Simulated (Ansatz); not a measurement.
System: PtAu (model structure, Pm-3m, No. 221, 2 atoms in the cell). Method: LDA in Ansatz (plane waves, PAW).

Run with plane-wave cutoff 520 eV, 18×18×18 k mesh, Fermi–Dirac smearing 0.05 eV, scalar-relativistic PAW data made under PBE.

Cell (relaxed at this level):

AuPt is modelled in the cubic space group Pm-3m (No. 221), the CsCl type structure, Pearson symbol cP2. Conventional cell: a = b = c = 3.153 Å, α = β = γ = 90.00°. Au on 1a sees 8 Pt at 2.730 Å and 6 Au at 3.153 Å. Pt on 1b is surrounded by 8 Au at 2.730 Å and 6 Pt at 3.153 Å. (Neighbours: up to the widest gap in distance over summed covalent radii, below 1.35, at either atom.)

**Question.** What does this level give for the bulk modulus?

**Answer.** 
* **bulk modulus**: 242 GPa

The run finds no gap.

Note: the bulk modulus is −V dP/dV from two relaxed cells at ±2 % in volume; the relaxation could raise the start's symmetry but not lower it, so the cell can be a saddle point.

Spin–orbit coupling is not included; it can shift volumes and moduli of such heavy elements.

It cost roughly 29 core-seconds of CPU time.

A model structure was made by putting elements into a prototype or built by hand; it is no filed structure, need not be a known phase, and can be a saddle point held by its symmetry.

Ansatz is an electronic-structure program.
